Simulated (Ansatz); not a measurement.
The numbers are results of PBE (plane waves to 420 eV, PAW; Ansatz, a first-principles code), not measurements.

Plane-averaged electrostatic potential energy along the normal, in eV from the Fermi level, for a constructed model of the (0001) surface of hcp Ti, (√3x√3)R30° layer of O, one a cell, on the site that continues the host's stacking (bottom of the slab: a bare face, its two planes held):

(z (Å), V (eV)): (3.83, 4.42); (4.13, 4.42); (4.42, 4.41); (4.72, 4.39); (5.01, 4.37); (5.31, 4.31); (5.60, 4.21); (5.90, 4.00); (6.19, 3.63); (6.49, 2.93); (6.78, 1.67); (7.08, -0.55); (7.38, -5.00); (7.67, -10.00); (7.96, -12.66); (8.26, -12.36); (8.55, -9.14); (8.85, -4.00); (9.14, -0.55); (9.44, -0.88); (9.73, -4.97); (10.03, -9.92); (10.32, -12.51); (10.62, -12.10); (10.91, -8.70); (11.21, -3.55); (11.50, -0.48); (11.80, -1.00); (12.09, -5.17); (12.39, -10.05); (12.68, -12.50); (12.98, -12.01); (13.27, -8.61); (13.57, -3.54); (13.86, -0.68); (14.16, -1.53); (14.46, -5.98); (14.75, -10.59); (15.04, -12.63); (15.34, -11.71); (15.63, -7.91); (15.93, -2.81); (16.22, -0.38); (16.52, -1.46); (16.81, -5.95); (17.11, -10.58); (17.40, -12.60); (17.70, -11.62); (17.99, -7.81); (18.29, -2.91); (18.58, -0.85); (18.88, -2.88); (19.18, -7.89); (19.47, -11.83); (19.77, -13.01); (20.06, -11.33); (20.36, -7.96); (20.65, -4.27); (20.95, -1.78); (21.24, 0.77); (21.54, 2.93); (21.83, 3.63); (22.12, 3.91); (22.42, 4.02); (22.71, 4.06); (23.01, 4.09); (23.30, 4.09); (23.60, 4.10); (23.89, 4.10); (24.19, 4.10); (24.48, 4.10); (24.78, 4.10); (25.07, 4.10)

Slab: 19 atoms, 13.3 Å thick at the start; k 9x9x1, smearing 0.1 eV, dipole-corrected; 6 atoms held, the rest relaxed; symmetry of the start imposed; no spin, no spin-orbit, no U. It is one candidate, not shown to be the stable structure of the face.

Task: The surface cell has an area of 22.44 Å². What dipole along the normal does the step between the two vacuum levels imply?

Result: the top vacuum level lies 0.32 eV below the bottom one; p = −ε₀ A ΔV (ε₀ = 0.005526 e/(V·Å)) gives 0.04 e·Å a cell.
